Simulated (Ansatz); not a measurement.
For CsHgBr3 (Pm-3m, No. 221, 5 atoms in the cell; start mp-27718; idealised or unconfirmed structure), PBEsol (PAW; Ansatz, a first-principles code) gives:

- lattice parameter a = 5.534 Å
- bulk modulus B0 = 28.9 GPa
- cohesive energy = 2.25 eV/atom

### Question
What does r²SCAN (Ansatz, PAW) give for the same quantities?

### Answer

- lattice constant a: 5.600 Å (rises by 1.2 %)
- bulk modulus: 28.0 GPa (shrinks by 3.1 %)
- cohesive energy: 2.20 eV/atom (drops by 0.05 eV/atom)

Changes are worked out from the printed values.

Unless a cell is named, each level is at its own relaxed cell (PBEsol 33.89, r²SCAN 35.13 Å³/atom).

Levels without +SOC leave out spin–orbit coupling, which shifts energies and cells of such heavy elements.

Caveats: the bulk modulus is −V dP/dV from two relaxed cells at ±2 % in volume (PBEsol, r²SCAN); the relaxation could not lower the start's symmetry, so the cell can be a saddle point above a distorted one (PBEsol, r²SCAN). Ansatz's density-functional and Hartree–Fock values are scalar-relativistic unless marked +SOC, with PAW data made under PBE.

A start named mp-… is a Materials Project structure, which need not be a measured phase.
